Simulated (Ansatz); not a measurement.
Consider MgS in the rock salt structure (space group Fm-3m, No. 225; a = 5.203 Å). Axes: x, y, z lie along the cube axes.

Computed with r2SCAN (Ansatz, an electronic-structure program, PAW, no spin-orbit coupling).

A first run, uniaxial strain ε_zz = +1.04 %, gives secant values C11 ≈ 140 GPa and C12 ≈ 43 GPa from its stress. A second run applies biaxial strain −2.20 %, plane normal [001], relaxed out of plane.

Problem. What does linear elasticity predict for −ε⊥/ε∥ in the second run, and what does the run give?

Solution. Linear elasticity: 2 C12/C11 = 0.61. The run gives 0.61; any difference comes from nonlinear terms at these strains and numerical noise.

Whether these cells are dynamically stable was not tested.
